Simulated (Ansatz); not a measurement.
Bulk modulus of IrGa (Pm-3m, No. 221, 2 atoms in the cell; start mp-11388) at several levels of theory

No measured value is used here.

```tsv
level (code)	value (GPa)	cell (Å³/atom)
LDA (Ansatz)	259	13.48
PBEsol (Ansatz)	244	13.77
r²SCAN (Ansatz)	244	13.86
```

Density-functional levels without +SOC have no spin–orbit coupling. LDA, PBEsol, r²SCAN: the run has no spin polarisation, so it can have missed a magnetic state. LDA, PBEsol, r²SCAN: the bulk modulus is −V dP/dV from two relaxed cells at ±2 % in volume. LDA, PBEsol, r²SCAN: the relaxation could not lower the start's symmetry, so the cell can be a saddle point above a distorted one. Each level is taken at its own relaxed cell. Cutoffs differ between the levels. Ansatz's density-functional and Hartree–Fock values are scalar-relativistic unless marked +SOC, with PAW data made under PBE.

A start named mp-… is a Materials Project structure, which need not be a measured phase.

Ansatz is a first-principles code.
